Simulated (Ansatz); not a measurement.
Take ZrB$_{2}$ (space group P6/mmm, No. 191; relaxed with 0.1 eV smearing) as the base.

```
ZrB2
1.0
    3.15522     0.00000     0.00000
   -1.57761     2.73250     0.00000
    0.00000     0.00000     3.50621
Zr B
1 2
Direct
  0.00000   0.00000   0.00000
  0.66667   0.33333   0.50000
  0.33333   0.66667   0.50000
```

Calculations: PBEsol, PAW, 420 eV (Ansatz, a first-principles code; no SOC).

Strains are applied to the cell and any free atomic positions relax.

One change was made to it. Results:

The energy goes up by 41 meV/atom; the pressure (mean of the normal stresses, compression positive) goes from zero to -16.1 GPa; the band gap stays zero.

### Question
Which of these changes matches the shifts?
A. isotropic strain +2.50 %
B. isotropic strain −2.50 %
C. isotropic strain +0.50 %

### Answer
A, isotropic strain +2.50 %. For comparison, the energy relative to the base in the other runs: isotropic strain −2.50 % gives +48 meV/atom; isotropic strain +0.50 % gives +1.7 meV/atom.

Stability against distortions was not tested. The final runs are not spin-polarised.
